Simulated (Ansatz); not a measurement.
Terminations of the (0001) surface of hcp Ti, measured from the surface 'clean 1x1'. Atoms come from or go to: Cr: bcc Cr, antiferromagnetic, Ga: alpha gallium, Os: hcp Os, Pb: fcc Pb, Pt: fcc Pt, Rh: fcc Rh, Ru: hcp Ru, Si: silicon, Sn: beta tin, Ti: hcp Ti, W: bcc W. ΔE is the energy of forming the row's surface from that one (negative: more stable at these reservoirs); the vacuum level's shift is aligned on the shared bottom. No zero-point or thermal terms. These are constructed structures in small cells; real faces may alloy, dewet or reconstruct in larger ones, and not all known structures of the face are among them. Slabs of about 12 Å with all that they carry, Fermi-Dirac smearing of 0.1 eV. Bottom of the slabs: a bare face, its two planes held. Relaxed from the named starts with such symmetry as they have, on meshes of like density; energies extrapolated to zero smearing; no spin-orbit coupling, no U. Spin-polarised runs, if any, are marked in brackets, and their order is one that fits the cell; the others ran without spin. A dash marks a value that is undefined for that row (no clear gap, or no work function of a gapped slab) or was not read reliably on its mesh.

All values below come from PBE (plane waves to 420 eV, PAW; Ansatz, a program for electronic structure).

```csv
surface,atoms added per 1x1,ΔE per 1x1 (eV),shift of the vacuum level (eV),work function (eV)
"a layer of Cr in place of the second plane (1 Ti–Ti bonds formed) [spin, 0.3 μB a cell]","+1 Cr, -1 Ti",0.56,-0.27,3.99
a pseudomorphic layer of Os in the host's stacking,+1 Os,0.06,0.04,4.43
a pseudomorphic layer of Pt in the other hollow,+1 Pt,…,-0.10,4.29
a layer of Sn in place of the third plane,"+1 Sn, -1 Ti",-0.19,0.00,4.44
a layer of Os in place of the second plane,"+1 Os, -1 Ti",-0.19,-0.24,4.15
a layer of Si in place of the third plane,"+1 Si, -1 Ti",-0.93,0.00,4.42
"(√3x√3)R30° surface alloy, Pb on one Ti site of the top plane","+0.333 Pb, -0.333 Ti",-0.55,-0.24,4.15
"(√3x√3)R30°, one Ti site of the top plane empty",-0.333 Ti,0.39,-0.91,3.48
a pseudomorphic layer of Ru in the host's stacking,+1 Ru,-0.32,-0.08,4.31
a layer of Ga in place of the second plane,"+1 Ga, -1 Ti",…,-0.05,4.34
a layer of W in place of the third plane,"-1 Ti, +1 W",0.68,-0.01,4.39
a pseudomorphic layer of Rh in the other hollow,+1 Rh,-1.07,0.09,4.48
```

Question: Complete the blanks.

Answer: 
- a pseudomorphic layer of Pt in the other hollow, ΔE per 1x1 (eV): -1.50
- a layer of Ga in place of the second plane, ΔE per 1x1 (eV): -0.48
